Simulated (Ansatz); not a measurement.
Ansatz (a first-principles code) run on NbAs (I4_1md, 4 atoms in the cell): zone-centre phonon calculation.

Level of theory: LDA (PW92), default PAW files made with PBE (plane waves; Ansatz).

```xyz
4
Lattice="-1.7419 1.7419 5.9346 1.7419 -1.7419 5.9346 1.7419 1.7419 -5.9346" Properties=species:S:1:pos:R:3 pbc="T T T"
Nb     0.0000     0.0000     8.8985
Nb     1.7419     0.0000     5.9312
As     0.0000     0.0000     1.9855
As     0.0000     1.7419     4.9527
```

Reference input (self-consistent single point, DFT, LDA (PW92), plane waves, default PAW files made with PBE): basis.ecutwfc = 420 eV; kpoints.mp_grid.grid = 9 9 9; hamiltonian.xc = lda; hamiltonian.pseudopotentials = {kind: paw} (the program's default PAW files); scf.occupations.method = gaussian; scf.occupations.width = 0.1 eV. This run's input differs from it in these lines:

Ansatz 0.2 input:
```diff
@@ -11,3 +11,3 @@
 basis:
-  ecutwfc: 420.0 eV
+  ecutwfc: 355.0 eV
 kpoints:
@@ -19,6 +19,4 @@
   occupations: { method: gaussian, width: 0.1 eV }
-output:
-  forces: true
-  eigenvalues: true
-  stress: true
+phonons:
+  method: dfpt
```

The program printed (abridged):

```
SCF iter   1: F=—  HF=-18435.453247 eV  |F-HF|=—  |Δ(HF+E_count)|=         —  Δρ=1.01e-2  dr2=5.47e-2  ethr=1.77e-3  ⟨swp⟩=5.4  Hψ=16689  notcnv=0
all-band conjugate gradients solve this SCF's bands
preconditioner: auto → Kerker (q_TF=auto, 2.616 Å⁻¹)
SCF iter   2: F=—  HF=-18435.443498 eV  |F-HF|=—  |Δ(HF+E_count)|=   9.75e-3  Δρ=5.63e-3  dr2=1.68e-2  ethr=9.77e-5  ⟨swp⟩=1.0  Hψ=5250  notcnv=0
   [... lines left out ...]
SCF iter   7: F=—  HF=-18435.439427 eV  |F-HF|=—  |Δ(HF+E_count)|=   1.71e-7  Δρ=7.46e-6  dr2=4.00e-8  ethr=1.13e-9  ⟨swp⟩=2.0  Hψ=7311  notcnv=0
SCF iter   8: F=—  HF=-18435.439427 eV  |F-HF|=—  |Δ(HF+E_count)|=   1.17e-8  Δρ=1.01e-6  dr2=7.74e-10  ethr=7.14e-11  ⟨swp⟩=2.0  Hψ=7311  notcnv=0
SCF iter   9: F=—  HF=-18435.439427 eV  |F-HF|=—  |Δ(HF+E_count)|=  4.37e-11  Δρ=1.91e-7  dr2=4.24e-11  ethr=1.38e-12  ⟨swp⟩=2.0  Hψ=5324  notcnv=0
SCF iter  10: F=-18435.439427 eV  HF=-18435.439427 eV  |F-HF|=0.00e0  |Δ(HF+E_count)|=  7.28e-12  Δρ=4.50e-8  dr2=1.76e-12  ethr=1.00e-12  ⟨swp⟩=9.0  Hψ=18618  notcnv=0
SCF 1 converged in 10 iterations: F = -18435.439427 eV  dr2 = 1.76e-12
DFPT response loops at Γ: preconditioner auto → Kerker (q_TF=auto, 2.616 Å⁻¹) (partly filled bands, converged f_vac=0.000) …
Free energy (F): -18435.439427 eV
Internal energy: -18435.434587 eV  (E = F + TS)
E sigma→0 (E₀):  -18435.437007 eV
Entropy (-TS):   -0.004840 eV (-1.210 meV/atom)
Fermi energy:    15.355375 eV
--- Phonons (Γ-DFPT): 6 representative perturbations + reference, on 125 of 729 k-points (Σ response iterations 18) ---
  k mesh reduced under 4 symmetry operations, with k and −k counted as one. Each operation leaves every solved displacement unchanged or reverses it
  ASR residual: 3.953e-5 → 0.000e0 eV/Å²; symmetrization residual: 2.184e-5 eV/Å²
  ASR residual per site (eV/Å²): 2.77e-5 2.77e-5 3.95e-5 3.95e-5
  Γ frequencies (cm⁻¹): 0.00 0.00 0.00 140.31 140.31 208.15 226.40 226.40 230.11 236.99 236.99 249.92
  non-analytic LO–TO correction: not included (Born effective charges unavailable; polar crystals: no LO–TO splitting at Γ)
```

The run converged in 10 iterations. 

Summary of the result:
- Free energy E − TS (on the zero of these files): -18435.4394 eV
- Fermi level (on the code's own zero): 15.36 eV
- Zone-centre frequencies (cm⁻¹; negative means imaginary): 0, 0, 0, 140, 140, 208, 226, 226, 230, 237, 237, 250

The starting cell comes from a database of computed structures (which also holds hypothetical and non-ambient phases and stackings), without a prior relaxation at this level. Its lattice was rescaled by up to half a per cent. Spin polarisation is off. The cutoff lies below the one recommended for these files.

Cost on one core of a shared machine: roughly 6 min.
